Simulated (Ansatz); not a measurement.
**What isotropic strain −3.43 % does to BP**

The reference is BP in the zinc blende structure (space group F-43m, No. 216; a = 4.536 Å).

One thing is altered: every lattice vector is shortened by 3.43 %; the atoms relax in the strained cell.

Level of theory: DFT with r2SCAN, PAW potentials and a 500 eV plane-wave cutoff in Ansatz (a quantum-chemistry and plane-wave program), no spin-orbit coupling, earlier PAW set. Γ-centred 12×12×12 mesh, Fermi–Dirac width 0.05 eV.

| quantity | base | changed | shift |
|---|---|---|---|
| volume per atom | 11.67 Å³ | 10.51 Å³ | -1.16 Å³ |
| shortest interatomic distance | 1.964 Å | 1.897 Å | -0.067 Å |
| energy relative to the base (free energy F) | 0 meV/atom | +72 meV/atom | +72 meV/atom |
| pressure | 0.00 GPa | 21.55 GPa | +21.55 GPa |
| band gap | 1.41 eV | 1.25 eV | -0.16 eV |
| smallest direct gap | 3.60 eV | 3.78 eV | +0.18 eV |
| electron mass | 1.3 mₑ along k, 0.22 mₑ across (off the special points) | 1.5 mₑ along k, 0.22 mₑ across (off the special points) | – |

Final structure:

```yaml
crystal:
  lattice:
    - [0.00000, 2.19040, 2.19040]
    - [2.19040, 0.00000, 2.19040]
    - [2.19040, 2.19040, 0.00000]
  atoms:
    - { symbol: P, position: [0.75000, 0.75000, 0.75000] }
    - { symbol: B, position: [0.00000, 0.00000, 0.00000] }
```

Effective masses come from finite differences of ±0.01 Å⁻¹. Along k means along the line from Γ to the band edge. No phonon test of stability was made.
